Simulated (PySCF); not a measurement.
PySCF 2.14.0, PBE0/def2-tzvp, df: Mo(O)2(OH)2 ([O]=[Mo](=[O])([OH])[OH]), 7 atoms. The geometry is a generated start, not checked to be a minimum at this level.

```json
{
  "task": "energy",
  "method": "pbe0",
  "basis": "def2-tzvp",
  "two_electron_scheme": "density fitting",
  "mol.max_memory": "3000 MB",
  "mf.max_cycle": "100",
  "mf.conv_tol": "1e-09 (default)",
  "mf.grids.level": "3 (default)",
  "effective_core_potentials": "those of the basis set, past Kr",
  "basis_functions": "176",
  "grid_points": "98384"
}
```

```xyz
7

Mo     0.4020     0.0007     0.0613
O      1.4707     0.7687    -0.9221
O      1.2003    -0.7563     1.2814
O     -0.4745    -1.2021    -0.8823
H     -0.7417    -1.9146    -1.4735
O     -0.7054     1.1862     0.7459
H     -1.1513     1.9174     1.1894
```

Charge 0 and multiplicity 1 are set for this test and not shown to be the ground state.

With the defaults (mf.DIIS = CDIIS, mf.diis = true, mf.diis_space = 8, mf.damp = 0, mf.diis_start_cycle = 1, mf.init_guess = minao, newton = off, mf.diis_damp = 0) it converges in 14 Fock builds. One run each on 2 threads, 1 BLAS thread, with these changes:
- mf.DIIS = EDIIS
- mf.diis_damp = 0.3
- mf.diis_space = 3
- mf.DIIS = ADIIS
- mf.damp = 0.3, mf.diis_start_cycle = 4
- mf.diis_space = 5
- mf.diis = false
- mf.init_guess = 1e
- newton = Hessian by the SCF's own integrals

**Question.** Name the settings that don't reach the solution of the defaults.

**Answer.** No convergence: mf.DIIS = EDIIS; mf.diis = false (the run ends without SCF convergence in 100 cycles). The rest reach the solution of the defaults.

| setting | Fock builds | end |
|---|---|---|
| mf.diis_damp = 0.3 | 13 | same solution |
| the defaults | 14 | same solution |
| mf.diis_space = 5 | 16 | same solution |
| mf.damp = 0.3, mf.diis_start_cycle = 4 | 20 | same solution |
| mf.init_guess = 1e | 20 | same solution |
| mf.diis_space = 3 | 26 | same solution |
| mf.DIIS = ADIIS | 36 | same solution |
| newton = Hessian by the SCF's own integrals | 41 | same solution |
| mf.DIIS = EDIIS | 101 | no convergence |
| mf.diis = false | 101 | no convergence |

Under newton the count holds the products with the orbital Hessian.
